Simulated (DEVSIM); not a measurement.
System: illuminated Si p-on-n cell, one wavelength, at 300 K.

Layer 1 from the left is Si, thickness (μm) 0.590, Na (cm⁻³) 7.5e18, τn (s) 4.3e-8, τp (s) 3.2e-8, absorption coefficient (cm⁻¹) 15000. Layer 2 from the left is Si, thickness (μm) 110, Nd (cm⁻³) 1.4e16, τn (s) 1e-7, τp (s) 1e-7, absorption coefficient (cm⁻¹) 15000.

Left contact: ohmic, minority electron recombination velocity 2e5 cm/s. Right contact: ohmic, minority hole recombination velocity 100 cm/s. Voltage is applied to the left contact. Recombination: SRH at mid-gap, radiative, Auger. Light enters at the left, 2.9e16 photons cm⁻² s⁻¹, one pass, no reflection. Mobility is μmin + (μ − μmin)/(1 + (N/Nref)^α).

This is a model device: material constants are rounded textbook-type values typed into the input, and sizes, dopings and lifetimes were drawn at random. Values at 300 K.

Si: gap (eV) 1.124, affinity (eV) 4.05, permittivity 11.7, Nc (cm⁻³) 2.86e19, Nv (cm⁻³) 3.1e19, μn (cm²/Vs) 1417, μp (cm²/Vs) 470, μn,min 52, μp,min 45, Nref,n 9.7e16, Nref,p 2.2e17, αn 0.68, αp 0.72, B (cm³/s) 4.7e-15, Cn (cm⁶/s) 2.8e-31, Cp (cm⁶/s) 9.9e-32.

DEVSIM, 1D drift-diffusion, Boltzmann statistics, complete ionisation; no tunnelling, impact ionisation, image-force lowering or self-heating.

Problem. What does the simulation give for the open-circuit voltage, the dark forward voltage at 1 A/cm², the fill factor, the largest field in the device at zero bias?

Solution. open-circuit voltage 0.494 V; dark forward voltage at 1 A/cm² 0.651 V; fill factor 0.78; largest field in the device at zero bias 150000 V/cm.
